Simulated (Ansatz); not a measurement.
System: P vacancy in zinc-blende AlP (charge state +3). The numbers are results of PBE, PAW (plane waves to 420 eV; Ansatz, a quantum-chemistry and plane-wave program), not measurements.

Cell of 64 host sites held at the relaxed PBE lattice; a 2×2×2 k-point mesh shifted by half a step; Fermi-Dirac width 0.01 eV, spin-restricted; finite-size errors left in. Energies are static. The charge state is imposed; whether it is stable for some Fermi level was not computed. Forms of the defect that were not tried may lie lower.

Barriers: single points on a 3×3×3 k-point mesh shifted by half a step at the bands' geometries.

The only route run: one P atom jumps into the vacancy from a nearby P site (strongly reconstructed ends); the atom moves 3.96 Å along (0.00, -0.51, -0.51) of the unit cell; the moving atom starts with neighbours Al at 2.31, 2 Al at 2.39, Al at 2.42 Å and ends with Al at 2.31, 2 Al at 2.39, Al at 2.42 Å. Its barrier is 2.13 eV. The program found a first-order saddle point. The defect has 12 equivalent sites to jump to, 3.89 Å away. Attempt frequency: take 10 THz as a typical guess.

**Question.** Estimate the defect's diffusion coefficient at 400 K, how far it wanders in 1 min, and how much an error of 0.1 eV in the barrier would matter.

**Answer.** kT = 0.0345 eV, so each jump happens at Γ = ν exp(−E/kT) = 1.0e13 × exp(−61.79) ≈ 1.5e-14 s⁻¹. For uncorrelated jumps in a cubic host D = z λ² Γ / 6 = 12 × (3.89e-8 cm)² × 1.5e-14 / 6 ≈ 4.5e-29 cm²/s. The root-mean-square distance is √(6Dt) ≈ 1e-6 nm, less than one jump, so the defect is frozen in. An error of 0.1 eV changes D by a factor exp(0.1/kT) ≈ 18, and the distance by its square root. This is the isolated defect's own diffusivity; trapping, its concentration and zero-point motion are left out.
